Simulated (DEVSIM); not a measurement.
Device: illuminated Si p-on-n cell, one wavelength, at 300 K.

Layer 1 from the left is Si, thickness (μm) 0.320, Na (cm⁻³) 1e19, τn (s) 8.8e-7, τp (s) 1e-5, absorption coefficient (cm⁻¹) 34000. Layer 2 from the left is Si, thickness (μm) 82.0, Nd (cm⁻³) 2.8e17, τn (s) 2.1e-5, τp (s) 2.1e-5, absorption coefficient (cm⁻¹) 34000.

Left contact: ohmic, minority electron recombination velocity 8e5 cm/s. Right contact: ohmic, minority hole recombination velocity 10 cm/s. Voltage is applied to the left contact. Recombination: SRH at mid-gap, radiative, Auger. Light enters at the left, 4.8e17 photons cm⁻² s⁻¹, one pass, no reflection. Mobility is μmin + (μ − μmin)/(1 + (N/Nref)^α).

This is a model device: material constants are rounded textbook-type values typed into the input, and sizes, dopings and lifetimes were drawn at random. Values at 300 K.

Si: gap (eV) 1.124, affinity (eV) 4.05, permittivity 11.7, Nc (cm⁻³) 2.86e19, Nv (cm⁻³) 3.1e19, μn (cm²/Vs) 1417, μp (cm²/Vs) 470, μn,min 52, μp,min 45, Nref,n 9.7e16, Nref,p 2.2e17, αn 0.68, αp 0.72, B (cm³/s) 4.7e-15, Cn (cm⁶/s) 2.8e-31, Cp (cm⁶/s) 9.9e-32.

Model (solved in DEVSIM): 1D drift-diffusion, Boltzmann statistics, complete ionisation; no tunnelling, impact ionisation, image-force lowering or self-heating.

Q: What does the simulation give for the short-circuit current, the dark forward voltage at 100 A/cm²?

A: short-circuit current 49.9 mA/cm²; dark forward voltage at 100 A/cm² 0.899 V.
